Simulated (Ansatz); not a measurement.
The parent structure is CdS in the wurtzite structure (space group P6_3mc, No. 186; a = 4.074 Å, c = 6.637 Å). Axes: x lies along a and z along c of the hexagonal cell.

The values are results of LDA in Ansatz (plane waves to 420 eV, PAW, no spin-orbit coupling), not measurements.

Now apply this change: the cell is compressed by 1.20 % along z with no lateral relaxation; the atoms relax in the strained cell.

Problem. Predict the stress tensor and what it implies for the stiffness.

Solution. Stress of the strained cell less that of the base (GPa, compression positive):
```
   0.63    0.00    0.00
   0.00    0.63    0.00
   0.00    0.00    1.27
```

Then −Δσ_ii/ε with ε = -0.0120 gives relaxed-ion elastic constants: C33 ≈ 106 GPa, C13 ≈ 52 GPa and C23 ≈ 52 GPa.

Whether these cells are dynamically stable was not tested.

Ansatz is a first-principles code.
